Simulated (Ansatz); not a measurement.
System: ZrGeO3 (model structure, started from the PbTiO3 type, P4mm, No. 99, 5 atoms in the cell). Method: PBE0 (Ansatz, a program for electronic structure, plane waves, PAW).

Run with plane-wave cutoff 460 eV, 6×6×6 k mesh, Fermi–Dirac smearing 0.01 eV, scalar-relativistic PAW data made under PBE.

Cell (relaxed with PBEsol):

```
ZrGeO3
1.0
    3.98691     0.00000     0.00000
    0.00000     3.98691     0.00000
    0.00000     0.00000     4.34265
Zr Ge O
1 1 3
Cartesian
  1.99346   1.99346   2.51420
  0.00000   0.00000   0.84717
  0.00000   1.99346   1.95232
  1.99346   0.00000   1.95232
  1.99346   1.99346   4.41661
```

Question: Estimate the band gap, smallest direct gap on the k points sampled and direct gap at Γ that the calculation returns.

Answer: 
- band gap = 2.99 eV (on the SCF k mesh)
- smallest direct gap on the k points sampled = 4.19 eV
- direct gap at Γ = 5.91 eV

Note: the relaxation could raise the start's symmetry but not lower it, so the cell can be a saddle point; cell and atoms aren't relaxed at this level (largest force component 0.33 eV/Å, pressure 0.4 GPa).

Spin–orbit coupling is not included.

Static lattice: no zero-point or thermal effects.

A model structure was made by putting elements into a prototype or built by hand; it is no filed structure, need not be a known phase, and can be a saddle point held by its symmetry.
